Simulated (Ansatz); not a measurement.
Start from Ir in the fcc (Cu type) structure (space group Fm-3m, No. 225; a = 3.8305 Å). Axes: x, y, z lie along the cube axes.

Level of theory: PBEsol (Ansatz, a program for electronic structure), no SOC.

Strains are applied to the cell and any free atomic positions relax.

One change was made to it. Results:

The pressure (mean of the normal stresses, compression positive) goes from zero to -13.1 GPa; the shortest interatomic distance is still 2.709 Å; the energy goes up by 40 meV/atom.

Task: Name the change that was made.
A) tensor shear ε_xz = −1.11 %
B) isotropic strain −2.09 %
C) strain tensor (xx, yy, zz, yz, xz, xy) = (−2.06, +2.03, −0.94, +1.46, +0.76, −0.20) %
D) uniaxial strain ε_zz = +0.80 %
E) uniaxial strain ε_xx = +3.91 %

Result: E, uniaxial strain ε_xx = +3.91 %. For comparison, the energy relative to the base in the other runs: tensor shear ε_xz = −1.11 % gives +6.0 meV/atom; strain tensor (xx, yy, zz, yz, xz, xy) = (−2.06, +2.03, −0.94, +1.46, +0.76, −0.20) % gives +31 meV/atom; isotropic strain −2.09 % gives +73 meV/atom; uniaxial strain ε_zz = +0.80 % gives +1.8 meV/atom.

Without a gap, meshes like the base's 21×21×21 leave anisotropic stresses uncertain by several tenths of a GPa, and small strain energies with them. Stability against distortions was not tested. The final runs are not spin-polarised.
